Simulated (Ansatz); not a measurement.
A (10,0) SiC nanotube has 40 atoms in a period of 5.352 Å, a mean diameter of 9.92 Å, and lies 62 meV/atom over the flat sheet relaxed at the same level.

All values below come from PBE (plane waves to 420 eV, PAW; Ansatz, a program for electronic structure). Mesh 1×1×6. No spin polarisation. One-dimensional cell, images about 11 Å apart. A hypothetical model, rolled from the flat sheet. Symmetry and one short period hold its shape; lower forms weren't sought.

### Question
Which bending rigidity of the sheet does this imply in the thin-plate picture?

### Answer
A plate bent to radius R stores D/(2R²) an area. The area an atom is π × 9.92 × 5.352/40 = 4.17 Å², so the stored energy is 0.062/4.17 = 0.0149 eV/Å². With R = 4.960 Å, D = 2R² × 0.0149 = 0.73 eV.
